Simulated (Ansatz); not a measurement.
Results of PBEsol (plane waves, PAW; Ansatz, an electronic-structure program) for AlB2-type HfB2.

Numerical settings: plane-wave cutoff 500 eV, 18×18×12 k mesh (along the axes of the cell as run), Fermi–Dirac smearing 0.05 eV, scalar-relativistic PAW data made under PBE.

Computed at the level's own relaxed cell.

Question: What does this level give for the volume per atom, equilibrium lattice constant a and c axis length?

Answer: 
- volume per atom: 9.73 Å³/atom
- equilibrium lattice constant a: 3.128 Å
- c axis length: 3.446 Å

Measured, for comparison: equilibrium volume per atom 9.91 Å³/atom (room temperature, not corrected to a static lattice; as tabulated in Burrage et al. (2022), doi:10.3390/ma15082762); lattice constant a 3.14 Å, lattice parameter c 3.48 Å (temperature not stated, copied from a table, unchecked, not corrected to a static lattice; as tabulated in Journal of Nuclear Materials 21, 14 (1967)). Computed (rounded) less measured: equilibrium volume per atom -1.8 %, lattice constant a not scored (unchecked), lattice parameter c not scored (unchecked). A static lattice is as a rule a little smaller and stiffer than an uncorrected measurement, which narrows the difference in the equilibrium volume per atom, lattice constant a, lattice parameter c and would widen misses of the other sign.

Spin–orbit coupling is not included.
